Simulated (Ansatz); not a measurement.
This Ansatz (a quantum-chemistry and plane-wave program) input is the reference run, GaN in the zinc blende structure (space group F-43m, No. 216), computed with Ansatz, PBE, PAW, cutoff 420 eV, no spin-orbit coupling:

Ansatz 0.2 input:
```yaml
crystal:
  lattice:
    - [0, 2.2742504486, 2.2742504486]
    - [2.2742504486, 0, 2.2742504486]
    - [2.2742504486, 2.2742504486, 0]
  atoms:
    - { symbol: Ga, position: [0, 0, 0] }
    - { symbol: N, position: [0.25, 0.25, 0.25] }
basis: { ecutwfc: 420, ecutrho_ratio: 4, xc_grid: 2, fft_grid_basis: typed }
kpoints: { mp_grid: { grid: [12, 12, 12] } }
hamiltonian:
  xc: pbe
  dispersion: none
  pseudopotentials: { kind: paw }
scf: { occupations: { method: fermi_dirac, width: 0.05 }, convergence: { dr2_threshold: 0.0000000002 } }
output: { forces: true, stress: true }
checkpoint: { write: state.ck, write_every: 1000 }
```

Q: Write the input for this change: every lattice vector is shortened by 2.50 %, atoms relaxed at fixed cell.

A: 
Ansatz 0.2 input:
```yaml
crystal:
  lattice:
    - [0, 2.2173941874, 2.2173941874]
    - [2.2173941874, 0, 2.2173941874]
    - [2.2173941874, 2.2173941874, 0]
  atoms:
    - { symbol: Ga, position: [0, 0, 0] }
    - { symbol: N, position: [0.25, 0.25, 0.25] }
basis: { ecutwfc: 420, ecutrho_ratio: 4, xc_grid: 2, fft_grid_basis: typed }
kpoints: { mp_grid: { grid: [12, 12, 12] } }
hamiltonian:
  xc: pbe
  dispersion: none
  pseudopotentials: { kind: paw }
scf: { occupations: { method: fermi_dirac, width: 0.05 }, convergence: { dr2_threshold: 0.0000000002 } }
relax: { f_tol: 0.005, max_steps: 50 }
output: { forces: true, stress: true }
checkpoint: { write: state.ck, write_every: 1000 }
```
This is the input that was run.

The cells carry an imposed strain or load. Stability against distortions was not tested. This is not the structure that GaN has at room temperature and ambient pressure.
